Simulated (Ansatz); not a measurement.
The reference is Ca (space group I4/mmm, No. 139; a = 4.330 Å, c = 4.319 Å; a cell from a computed database, its experimental status unchecked; relaxed with 0.1 eV smearing). Axes: x, y, z lie along a, b, c of the conventional cell.

Level of theory: Ansatz (a first-principles code), PBEsol, PAW, cutoff 420 eV, no SOC.

It is then changed as follows: tensor shear ε_yz = +3.25 % (engineering shear γ = 0.0650); the atoms relax in the strained cell.

Task: Predict the stress tensor and what it implies for the stiffness.

Result: Stress of the strained cell less that of the base (GPa, compression positive):
```
    0.1     0.0     0.0
    0.0     0.0    -1.0
    0.0    -1.0     0.0
```

Then −Δσ/γ with γ = 2ε = 0.0650 gives secant stiffness values (nonlinear terms included at this strain): C44 ≈ 16 GPa.

As a check, the harmonic strain energy −½ V₀ Δσ:ε is 8.6 meV/atom; the computed energy rise is 8.5 meV/atom.

Whether these cells are dynamically stable was not tested. This is not the structure that Ca has at room temperature and ambient pressure.
